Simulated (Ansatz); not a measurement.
## Pd, pressure series

Consider Pd in the fcc (Cu type) structure (space group Fm-3m, No. 225).

Space group Fm-3m (No. 225); a = b = c = 3.876 Å, α = β = γ = 90.00°

| atom | site | symmetry | x | y | z |
|---|---|---|---|---|---|
| Pd | 4a | m-3m | 0.0000 | 0.0000 | 0.0000 |
(The calculation used a cell of 1 atom; values per cell refer to that cell.)

Cell and atoms are relaxed at each pressure.

The values are results of PBEsol/PAW in Ansatz (a first-principles code), no SOC, not measurements.

Notes on the quantities. enthalpy: H = E + PV relative to the base's energy.

| variant | enthalpy | density | shortest interatomic distance |
|---|---|---|---|
| base | – | 12.14 g/cm³ | 274.1 pm |
| pressure −2 GPa | -0.18 eV/atom | 12.02 g/cm³ | 275.0 pm |
| pressure −1 GPa | -0.09 eV/atom | 12.08 g/cm³ | 274.5 pm |
| pressure 3 GPa | +0.27 eV/atom | 12.31 g/cm³ | 272.8 pm |
| pressure 7 GPa | +0.63 eV/atom | 12.53 g/cm³ | 271.2 pm |
| pressure 15 GPa | +1.32 eV/atom | 12.92 g/cm³ | 268.4 pm |
| pressure 30 GPa | +2.57 eV/atom | 13.55 g/cm³ | 264.2 pm |
| pressure 50 GPa | +4.15 eV/atom | 14.24 g/cm³ | 259.9 pm |
| pressure 75 GPa | +6.04 eV/atom | 14.98 g/cm³ | 255.5 pm |
| pressure 100 GPa | +7.84 eV/atom | 15.61 g/cm³ | 252.0 pm |

Load acts through the strain it causes; cell and atoms are relaxed under it. Whether these cells are dynamically stable was not tested. No other phases were tried under pressure. The final runs are not spin-polarised.
